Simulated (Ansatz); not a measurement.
# Y: response to strain

The parent structure is Y in the hcp (Mg type) structure (space group P6_3/mmc, No. 194; a = 3.5943 Å, c = 5.6099 Å; relaxed with 0.1 eV smearing). Axes: x lies along a and z along c of the hexagonal cell.

Strains are applied to the cell and any free atomic positions relax.

All numbers come from Ansatz (a program for electronic structure), PBEsol, PAW, cutoff 420 eV, scalar-relativistic without spin-orbit coupling.

Notes on the quantities. pressure: mean of the normal stresses, compression positive; energy relative to the base: free energy F.

```tsv
change	shortest interatomic distance	pressure	energy relative to the base
base	3.489 Å	0.0 GPa	0 meV/atom
uniaxial strain ε_xx = −3.00 %	3.466 Å	1.3 GPa	+7.0 meV/atom
uniaxial strain ε_xx = −2.50 %	3.468 Å	1.1 GPa	+4.8 meV/atom
uniaxial strain ε_xx = −2.00 %	3.472 Å	0.9 GPa	+3.1 meV/atom
uniaxial strain ε_xx = −1.50 %	3.476 Å	0.6 GPa	+1.7 meV/atom
uniaxial strain ε_xx = −0.50 %	3.485 Å	0.2 GPa	+0.2 meV/atom
uniaxial strain ε_xx = +0.50 %	3.492 Å	-0.2 GPa	+0.2 meV/atom
uniaxial strain ε_xx = +1.50 %	3.497 Å	-0.6 GPa	+1.7 meV/atom
uniaxial strain ε_xx = +2.00 %	3.501 Å	-0.8 GPa	+2.9 meV/atom
uniaxial strain ε_xx = +2.50 %	3.504 Å	-1.0 GPa	+4.6 meV/atom
```

Whether these cells are dynamically stable was not tested. The final runs are not spin-polarised.
